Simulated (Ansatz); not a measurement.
# Au in the diamond structure (space group Fd-3m, No. 227; a hypothetical phase, not in the database extracts checked)

```yaml
crystal:
  lattice:
    - [0.00000, 3.01252, 3.01252]
    - [3.01252, 0.00000, 3.01252]
    - [3.01252, 3.01252, 0.00000]
  atoms:
    - { symbol: Au, position: [0.75000, 0.75000, 0.75000] }
    - { symbol: Au, position: [0.50000, 0.50000, 0.50000] }
```

Calculations: PBEsol, PAW, 420 eV (Ansatz, a first-principles code; spin-orbit coupling left out). Settings: 13×13×13 k-points, 0.05 eV Fermi–Dirac smearing.

Volume per atom: 27.34 Å³
Density: 11.96 g/cm³
Band gap: zero
Total energy: -13006.158 eV/atom (σ→0; compares only within this code and set-up)

No phonon test of stability was made.
